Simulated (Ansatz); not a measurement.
Consider KCl in the rock salt structure (space group Fm-3m, No. 225; a = 6.3814 Å).

All numbers come from PBE (Ansatz, a quantum-chemistry and plane-wave program, PAW, without spin-orbit coupling).

Strains are applied to the cell and any free atomic positions relax.

One change was made to it. Results:

The pressure goes from zero to 0.53 GPa; the energy goes up by 1.6 meV/atom.

Which of these changes matches the shifts?
(A) isotropic strain +2.50 %
(B) isotropic strain −1.00 %
(C) isotropic strain −3.00 %

B, isotropic strain −1.00 %. For comparison, the energy relative to the base in the other runs: isotropic strain +2.50 % gives +8.4 meV/atom; isotropic strain −3.00 % gives +15 meV/atom.

Stability against distortions was not tested.
